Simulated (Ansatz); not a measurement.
# How the band gap of ZnWO₄ (P2/c, No. 13) moves with the method

The reference, 4.9 ± 0.2 eV (measured, 8 K, zero-point motion not removed, excitation threshold of photo-stimulated luminescence; as tabulated in Itoh, Katagiri, Aoki, Fujita, Photo-stimulated luminescence and photo-induced …), is not set against levels without spin–orbit coupling, which matters for this solid.

| level (code) | value (eV) | cell (Å³/atom) |
|---|---|---|
| LDA (Ansatz) | 2.81 | 10.54 |
| PBEsol (Ansatz) | 2.85 | 10.90 |
| r²SCAN (Ansatz) | 3.30 | 10.96 |
| r²SCAN-D4 (Ansatz) | 3.29 | 10.87 |
| r²SCAN+rVV10 (Ansatz) | 3.27 | 10.84 |

Computed values are for a static lattice. Levels without +SOC have no spin–orbit coupling; where heavier elements are present it shifts gaps, mostly down, and can invert bands.  LDA, PBEsol, r²SCAN, r²SCAN-D4, r²SCAN+rVV10: the gap is read on the k mesh or supercell of the run alone and can be too large. r²SCAN-D4: a distance lies near a switch of the dispersion term, which can move the cell. Each level is taken at its own relaxed cell. Ansatz's density-functional and Hartree–Fock values are scalar-relativistic unless marked +SOC, with PAW data made under PBE.

Ansatz is a quantum-chemistry and plane-wave program.
